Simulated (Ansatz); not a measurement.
# What N → B does to GaN

Base system: GaN in the wurtzite structure (space group P6_3mc, No. 186; a = 3.219 Å, c = 5.244 Å).

The change: full substitution N → B, then cell and atoms are relaxed.

Level of theory: plane-wave PAW DFT at the PBE level (Ansatz, a program for electronic structure, 420 eV), spin-orbit coupling left out, earlier PAW set. Settings: 14×14×10 k-points, 0.05 eV Fermi–Dirac smearing, for the changed cell.

The volume per atom increases by 2.38 Å³ (11.76 Å³ → 14.14 Å³) and the density drops by 1.18 g/cm³ (5.91 g/cm³ → 4.73 g/cm³). The space group becomes P6_3/mmc (No. 194) (base: P6_3mc (No. 186)) and the shortest interatomic distance increases by 0.173 Å, from 1.967 Å to 2.140 Å. The band gap becomes zero (base: 1.71 eV).

Cost of the whole job for the changed cell (relaxation, final SCF and bands): about 2.8 core-minutes (a rough figure).

Stability against distortions was not tested. As relaxed here, GaB is a hypothetical phase, not in the database extracts checked. The final runs are not spin-polarised.
